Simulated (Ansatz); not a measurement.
Take PbSe in the rock salt structure (space group Fm-3m, No. 225; a = 6.102 Å) as the base.

The values are results of PBEsol (Ansatz, a first-principles code; PAW; 420 eV plane waves; no spin-orbit coupling), not measurements.

Strains are applied to the cell and any free atomic positions relax.

One change was made to it. Results:

The energy goes up by 1.1 meV/atom; the pressure goes from zero to 0.83 GPa; the valley order (the lowest conduction-band minima on the path, energy above the VBM, named in the base's zone) becomes L along ⟨111⟩ 0.11 eV; a point along ⟨110⟩, about 0.6 Å⁻¹ from Γ 0.99 eV (base: L along ⟨111⟩ 0.17 eV; a point along ⟨110⟩, about 0.6 Å⁻¹ from Γ 1.03 eV).

Question: Which of these changes matches the shifts?
A) isotropic strain +3.00 %
B) isotropic strain −1.00 %
C) isotropic strain +2.50 %
D) isotropic strain −0.50 %

Answer: D, isotropic strain −0.50 %. For comparison, the valley order in the other runs: isotropic strain +3.00 % gives L along ⟨111⟩ 0.44 eV; a point along ⟨110⟩, about 0.6 Å⁻¹ from Γ 1.21 eV; a point along ⟨100⟩, about 0.4 Å⁻¹ from Γ 1.94 eV; isotropic strain −1.00 % gives L along ⟨111⟩ 0.06 eV; a point along ⟨110⟩, about 0.6 Å⁻¹ from Γ 0.95 eV; isotropic strain +2.50 % gives L along ⟨111⟩ 0.40 eV; a point along ⟨110⟩, about 0.6 Å⁻¹ from Γ 1.19 eV.

With Pb present, leaving out spin-orbit coupling can change the band edges. The levels and masses belong to the bands next to the band gap. No phonon test of stability was made.
